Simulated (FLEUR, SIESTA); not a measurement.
A SIESTA input for a self-consistent single point of GaSb (F-43m, 2 atoms in the cell) (DFT, GGA PBE, numerical atomic orbitals DZP, PseudoDojo PBE standard norm-conserving potentials (rewritten from UPF to PSML)):

```
# files in the folder: Ga.psml Sb.psml (PseudoDojo PBE standard)
SystemName  GaSb
SystemLabel siesta

NumberOfAtoms                2
NumberOfSpecies              2
%block ChemicalSpeciesLabel
  1 31 Ga
  2 51 Sb
%endblock ChemicalSpeciesLabel
LatticeConstant              1.0 Bohr
%block LatticeVectors
     0.000000000    5.937415549    5.937415549
     5.937415549    0.000000000    5.937415549
     5.937415549    5.937415549    0.000000000
%endblock LatticeVectors
AtomicCoordinatesFormat      Bohr
%block AtomicCoordinatesAndAtomicSpecies
     0.000000000    0.000000000    0.000000000  1
     8.906123323    8.906123323    8.906123323  2
%endblock AtomicCoordinatesAndAtomicSpecies

XC.functional                GGA
XC.authors                   PBE
PAO.BasisSize                DZP
PAO.EnergyShift              0.005 Ry
MeshCutoff                   350 Ry
%block kgrid.MonkhorstPack
    9   0   0  0.0
    0   9   0  0.0
    0   0   9  0.0
%endblock kgrid.MonkhorstPack
OccupationFunction           MP
OccupationMPOrder            0
ElectronicTemperature        1160.45 K

MaxSCFIterations             150
SCF.Mixer.Method             Pulay
SCF.Mixer.Weight             0.1
SCF.Mixer.History            6
SCF.DM.Tolerance             1.0E-05
Diag.ParallelOverK           true
WriteForces                  true
```

### Question
Give the FLEUR input for the same structure, mesh, smearing and functional.

### Answer
One input that does it (others would too):

Input of the input generator:

```
GaSb FLAPW
&input film=f /
0.0000000000 5.9374155486 5.9374155486
5.9374155486 0.0000000000 5.9374155486
5.9374155486 5.9374155486 0.0000000000
1.0
1.0 1.0 1.0

2
31 0.0000000000 0.0000000000 0.0000000000
51 0.7500000000 0.7500000000 0.7500000000

&comp jspins=1 /
&kpt div1=9 div2=9 div3=9 /
&end /
```

```xml
<?xml version="1.0" encoding="UTF-8" standalone="no"?>
<fleurInput fleurInputVersion="0.39">
   <comment>
      GaSb FLAPW                                                                                          
   </comment>
   <calculationSetup>
      <cutoffs Kmax="4.2" Gmax="16.8" GmaxXC="16.8" numbands="0"/>
      <scfLoop itmax="80" minDistance="0.00001" maxIterBroyd="25" imix="Anderson" alpha="0.05" precondParam="0.0" spinf="2.0"/>
      <coreElectrons ctail="T" frcor="F" kcrel="0" coretail_lmax="0"/>
      <xcFunctional name="pbe" relativisticCorrections="F"/>
      <magnetism jspins="1"/>
      <soc l_soc="F" theta="0.0" phi="0.0" spav="F"/>
      <expertModes spex="0" secvar="F"/>
      <geometryOptimization l_f="T" forcealpha="1.0" forcemix="BFGS" epsdisp="0.00001" epsforce="0.00001"/>
      <ldaU l_linMix="F" mixParam="0.05" spinf="1.0"/>
   </calculationSetup>
   <cell>
      <bzIntegration valenceElectrons="28.0" mode="gauss" fermiSmearingEnergy="0.00367493">
         <kPointListSelection listName="default-1"/>
         <!-- k-points included here -->
         <xi:include xmlns:xi="http://www.w3.org/2001/XInclude" href="kpts.xml"> </xi:include>
      </bzIntegration>
      <!-- symmetry operations included here -->
      <xi:include xmlns:xi="http://www.w3.org/2001/XInclude" href="sym.xml"> </xi:include>
      <bulkLattice scale="1.0">
         <bravaisMatrix>
            <row-1>    0.0000000000000000     5.9374155485999998     5.9374155485999998</row-1>
            <row-2>    5.9374155485999998     0.0000000000000000     5.9374155485999998</row-2>
            <row-3>    5.9374155485999998     5.9374155485999998     0.0000000000000000</row-3>
         </bravaisMatrix>
      </bulkLattice>
   </cell>
   <atomSpecies>
      <species name="Gallium (Ga)" element="Ga" atomicNumber="31">
         <mtSphere radius="2.40" gridPoints="829" logIncrement="0.015"/>
         <atomicCutoffs lmax="10" lnonsphr="8"/>
         <electronConfig flipSpins="F">
            <coreConfig>(1s1/2) (2s1/2) (2p1/2) (2p3/2) (3s1/2) (3p1/2) (3p3/2)</coreConfig>
            <valenceConfig>(4s1/2) (3d3/2) (3d5/2) (4p1/2) (4p3/2)</valenceConfig>
            <stateOccupation state="(4p1/2)" spinUp="0.1666666666667" spinDown="0.1666666666667"/>
            <stateOccupation state="(4p3/2)" spinUp="0.3333333333333" spinDown="0.3333333333333"/>
         </electronConfig>
         <energyParameters s="4" p="4" d="3" f="4"/>
         <lo type="HELO" l="2" n="4" eDeriv="0"/>
      </species>
      <species name="Antimony (Sb)" element="Sb" atomicNumber="51">
         <mtSphere radius="2.40" gridPoints="829" logIncrement="0.016"/>
         <atomicCutoffs lmax="10" lnonsphr="8"/>
         <electronConfig flipSpins="F">
            <coreConfig>(1s1/2) (2s1/2) (2p1/2) (2p3/2) (3s1/2) (3p1/2) (3p3/2) (4s1/2) (3d3/2) (3d5/2) (4p1/2) (4p3/2)</coreConfig>
            <valenceConfig>(5s1/2) (4d3/2) (4d5/2) (5p1/2) (5p3/2)</valenceConfig>
            <stateOccupation state="(5p1/2)" spinUp="0.5" spinDown="0.5"/>
            <stateOccupation state="(5p3/2)" spinUp="1.0" spinDown="1.0"/>
         </electronConfig>
         <energyParameters s="5" p="5" d="5" f="4"/>
         <lo type="SCLO" l="2" n="4" eDeriv="0"/>
      </species>
   </atomSpecies>
   <atomGroups>
      <atomGroup species="Gallium (Ga)">
         <relPos label="                   1">.0000000000 .0000000000 .0000000000</relPos>
         <force calculate="T" relaxXYZ="TTT"/>
      </atomGroup>
      <atomGroup species="Antimony (Sb)">
         <relPos label="                   2">-1.000/4.000 -1.000/4.000 -1.000/4.000</relPos>
         <force calculate="T" relaxXYZ="TTT"/>
      </atomGroup>
   </atomGroups>
   <output dos="F" band="F" slice="F">
      <checks vchk="F" cdinf="F"/>
      <bandDOS minEnergy="-.5*Htr" maxEnergy="0.5*Htr" sigma="0.015" storeEVData="T"/>
      <vacuumDOS vacdos="F" integ="F" star="F" nstars="0" locx1="0.0" locy1="0.0" locx2="0.0" locy2="0.0" nstm="0" tworkf="0.0"/>
      <unfoldingBand unfoldBand="F" supercellX="1" supercellY="1" supercellZ="1"/>
      <plotting iplot="0" polar="F">
         <plot TwoD="T" vec1="  1.0  0.0  0.0" vec2="  0.0  1.0  0.0" vec3="  0.0  0.0  1.0" zero="  0.0  0.0  0.0" file="plot"/>
      </plotting>
      <chargeDensitySlicing numkpt="0" minEigenval="0.0" maxEigenval="0.0" nnne="0" pallst="F"/>
      <specialOutput eonly="F"/>
      <magneticCircularDichroism mcd="F" energyLo="-10.0" energyUp="0.0"/>
   </output>
  <!-- We include the file relax.xml here to enable relaxations (see documentation) -->
  <xi:include xmlns:xi="http://www.w3.org/2001/XInclude" href="relax.xml"> <xi:fallback/> </xi:include>
</fleurInput>
```

Basis settings and potentials, where a program has them, do not carry over. This input uses DFT, PBE, all-electron FLAPW (FLEUR), scalar-relativistic valence.

The starting cell comes from a database of computed structures (which also holds hypothetical and non-ambient phases and stackings), without a prior relaxation at this level. Its lattice was rescaled by a random factor within 2.5 % of one.
